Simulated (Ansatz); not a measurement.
# Na on the C site (Na_C) in diamond

Method: PBE, PAW (plane waves to 420 eV; Ansatz, a quantum-chemistry and plane-wave program). Cell: 216 sites, 3×3×3 repeats of a cell of 8 atoms; final energies on a 2×2×2 shifted mesh. Site at the start: the C site. Energies of charged states are corrected for periodic images (point charge plus alignment at distant sites). Dielectric constants: PBE linear response of the host. Host gap at this level: 4.13 eV. These values are not converged in cell size to better than tenths of an eV. The semilocal functional narrows the gap, so deep levels can fall outside it. Spin–orbit coupling is left out. Each state is the lowest found from its start.

Formation energies E_f are given with the Fermi level at the valence-band maximum. Chemical conditions: host crystal and elements as references (Δμ(C) = 0.14 eV, Δμ(Na) = 0.00 eV; Na taken from its element, since no compound that bounds it was computed at this level; only phases computed here count, gases as isolated molecules at 0 K). Reference phases: C: graphite, Na: bcc Na.

Charges with a result: +1, 0, −1, −2, −3. Others weren't obtained, and one of them could lie lower, also by skipping a charge.

```json
[
 {"charge": "+1", "moment (μB)": "2.0", "point group": "near Td", "largest move off a lattice site (Å)": "0.38", "image correction with alignment (eV)": "0.30", "E_f, host crystal and elements as references (eV)": "12.29", "above the lowest spin state (eV)": "0.00"},
 {"charge": "+1†", "moment (μB)": "not spin-polarised", "point group": "–", "largest move off a lattice site (Å)": "0.38", "image correction with alignment (eV)": "0.29", "E_f, host crystal and elements as references (eV)": "–", "above the lowest spin state (eV)": "0.41"},
 {"charge": "0", "moment (μB)": "3.0", "point group": "Td", "largest move off a lattice site (Å)": "0.36", "image correction with alignment (eV)": "0.00", "E_f, host crystal and elements as references (eV)": "13.05", "above the lowest spin state (eV)": "0.00"},
 {"charge": "−1†", "moment (μB)": "2.0", "point group": "–", "largest move off a lattice site (Å)": "0.36", "image correction with alignment (eV)": "0.27", "E_f, host crystal and elements as references (eV)": "–", "above the lowest spin state (eV)": "0.00"},
 {"charge": "−1†", "moment (μB)": "not spin-polarised", "point group": "–", "largest move off a lattice site (Å)": "0.36", "image correction with alignment (eV)": "0.27", "E_f, host crystal and elements as references (eV)": "–", "above the lowest spin state (eV)": "0.34"},
 {"charge": "−2†", "moment (μB)": "1.0", "point group": "–", "largest move off a lattice site (Å)": "0.36", "image correction with alignment (eV)": "1.11", "E_f, host crystal and elements as references (eV)": "–", "above the lowest spin state (eV)": "0.00"},
 {"charge": "−3†", "moment (μB)": "not spin-polarised", "point group": "–", "largest move off a lattice site (Å)": "0.36", "image correction with alignment (eV)": "2.51", "E_f, host crystal and elements as references (eV)": "–", "above the lowest spin state (eV)": "0.00"}
]
```

† Not settled in this cell, so no level is given: charge −1: a level filled in part; charge −2: a level filled in part; charge −3: level within 0.1 eV of a band edge or past it, an image correction of 2.5 eV.

Point groups are those of the whole cell at tolerances of 0.03 and 0.1 Å ("near" where only the looser one holds); none is given for unsettled states.

Starting moments that weren't kept: charge 0 began with 1 μB and ended with 3.0.

Transition levels above the valence-band maximum: ε(+1/0) = 0.76 eV. With a charge missing or unsettled, these needn't be thermodynamic levels.

All states together cost roughly 5 core-hours.
